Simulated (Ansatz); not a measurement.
Base system: GaAs (space group Pm-3n, No. 223; a = 6.982 Å; a hypothetical phase, not in the database extracts checked). Axes: x, y, z lie along the cube axes.

Now apply this change: biaxial strain −1.67 %, plane normal [001], relaxed out of plane (Cartesian); in-plane vectors clamped, the third vector and the atoms free.

Method: PBEsol, PAW, 420 eV (Ansatz, an electronic-structure program; no spin-orbit coupling).

Task: Give the band edges at the high-symmetry points of the new zone, measured from its valence-band maximum.

Result: 
```csv
point,valence edge (eV),conduction edge (eV)
Γ,0.00,0.32
X,-0.37,0.59
M,-0.78,1.53
Z,-0.39,0.62
R,-0.41,1.52
A,-1.79,2.56
```

The gap is 0.32 eV, direct at Γ.

Whether these cells are dynamically stable was not tested. k-point labels follow each cell's own Brillouin zone.
